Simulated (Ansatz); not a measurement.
Bi₂SiO₅ (Cmc2₁, No. 36, 16 atoms in the cell; start mp-28144), treated with PBEsol in Ansatz (PAW).

Run with plane-wave cutoff 520 eV, 8×8×6 k mesh (along the axes of the cell as run), Fermi–Dirac smearing 0.01 eV, scalar-relativistic PAW data made under PBE.

Cell (relaxed with PBEsol):

```
Bi2O5Si
1.0
    7.58546    -2.74040     0.00000
    7.58546     2.74040     0.00000
    0.00000     0.00000     5.32693
Si Bi O
2 4 10
Cartesian
  7.58546  -0.98049   4.26350
  7.58546   0.98049   1.60003
  5.07625  -1.52947   1.30439
 10.09467   1.52947   3.96786
 10.09467  -1.52947   1.30439
  5.07625   1.52947   3.96786
  3.80026  -0.05012   0.08097
 11.37065   0.05012   2.74443
 11.37065  -0.05012   0.08097
  3.80026   0.05012   2.74443
  6.19108  -1.78748   4.39262
  8.97984   1.78748   1.72915
  8.97984  -1.78748   4.39262
  6.19108   1.78748   1.72915
  7.58546   0.16850   0.15057
  7.58546  -0.16850   2.81403
```

**Question.** Estimate the band gap and smallest direct gap on the k points sampled that the calculation returns.

**Answer.** 
- band gap = 2.71 eV
- smallest direct gap on the k points sampled = 2.74 eV

Spin–orbit coupling is not included; with these elements it can move the gap by several tenths of an eV or more.

The computed numbers hold no vibrational or temperature effects.

The result took roughly 9 core-minutes.

A start named mp-… is a Materials Project structure, which need not be a measured phase.

Ansatz is a first-principles code.
